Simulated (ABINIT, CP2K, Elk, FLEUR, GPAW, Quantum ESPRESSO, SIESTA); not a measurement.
# MgS (Fm-3m, 2 atoms in the cell) computed with different codes at matched settings

Self-consistent single point.

```yaml
crystal:
  lattice:
    - [0.00000, 2.61924, 2.61924]
    - [2.61924, 0.00000, 2.61924]
    - [2.61924, 2.61924, 0.00000]
  atoms:
    - { symbol: Mg, position: [0.00000, 0.00000, 0.00000] }
    - { symbol: S, position: [0.50000, 0.50000, 0.50000] }
```

Shared settings, as Quantum ESPRESSO writes them: occupations = smearing; smearing = fd; degauss = 0.00147 Ry; K_POINTS = automatic 7 7 7 0 0 0. Potentials and cutoffs stand in the table.

```
code                                                                                                                                 model  pressure (GPa)  gap on the mesh (eV)           cutoff
----------------  ------------------------------------------------------------------------------------------------------------------------  --------------  --------------------  ---------------
SIESTA            LDA PW92, numerical atomic orbitals DZP, PseudoDojo LDA standard norm-conserving potentials (rewritten from UPF to PSML)           -4.57                 2.636      grid 300 Ry
GPAW                                                                         LDA (Perdew-Wang 92), GPAW PAW datasets LDA (gpaw-data 1.0.1)           -4.60                 2.735           850 eV
Quantum ESPRESSO                                                                       LDA (PZ), GBRV 1.5 ultrasoft (LDA) pseudopotentials           -4.63                 2.731            40 Ry
FLEUR                                                         LDA (Perdew-Zunger), all-electron FLAPW (FLEUR), scalar-relativistic valence               –                 2.737  Kmax 4.3 1/bohr
Elk                                                    LDA (PW92), all-electron FP-LAPW, Elk's shipped species files, default APW+lo basis               –                 2.731         rgkmax 7
CP2K                                                  LDA (Pade form), GPW, DZVP-MOLOPT-SR-GTH basis, GTH-PADE potentials (GTH_POTENTIALS)           -2.99                 2.609     grid 1000 Ry
ABINIT                                                     LDA (PW92), norm-conserving pseudopotentials (PseudoDojo nc-sr-04 LDA standard)           -4.54                 2.732            42 Ha
```

A dash marks a value that a program does not give, or that is left out as unsure.

Gaps are read on the mesh.

The spread over the programs that give each value: pressure within 1.64 GPa; gap on the mesh within 0.128 eV.

SIESTA and CP2K use small atom-centred bases, whose incompleteness enters pressures, forces and empty levels differently from a plane-wave cutoff. FLEUR and Elk treat all electrons, but the usual bases taken here (sphere radii, linearisation, local orbitals, empty states) were not tested for convergence, so the values are no reference for the others. The same LDA comes in different parametrisations, which differ slightly. In the pressure, CP2K (by 1.61) lies more than 1 GPa from the median of the plane-wave programs. In the gap, CP2K (by 0.123) lies more than 0.12 eV from the median of the plane-wave programs.

The starting cell comes from a database of computed structures (which also holds hypothetical and non-ambient phases and stackings), without a prior relaxation at this level. Its lattice was rescaled by a random factor within 2.5 % of one.
